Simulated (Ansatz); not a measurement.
Consider ZnS in the zinc blende structure (space group F-43m, No. 216; a = 5.357 Å).

Level of theory: Kohn–Sham DFT with the PBEsol functional, run in Ansatz (a program for electronic structure) with PAW and 420 eV plane waves, scalar-relativistic without spin-orbit coupling, earlier PAW set.

Now apply this change: every Zn is replaced by Cd; the structure is relaxed again.

Measured band gap: ZnS 3.94 eV (static lattice; corrected from measurement; as listed in Wei Chen et al., Physical Review Materials (2018)); CdS 2.48 eV (0 K or low temperature; as listed in arXiv:1206.3780).

Measured lattice parameter a: ZnS 5.41 Å (room temperature; as listed in Martin Albrecht, Beate Paulus, Hermann Stoll, Phys. Rev. B (1997)); CdS 5.832 Å (room temperature; as listed in arXiv:1206.3780).

How well does PBEsol reproduce the measured shift?

With PBEsol the band gap moves by -1.07 eV (2.08 → 1.01) against -1.46 eV measured; the lattice parameter a moves by +0.468 Å (5.357 → 5.825) against +0.422 Å measured. The two measured values stand on different bases (one corrected, one not), which blurs small differences.

Stability against distortions was not tested.
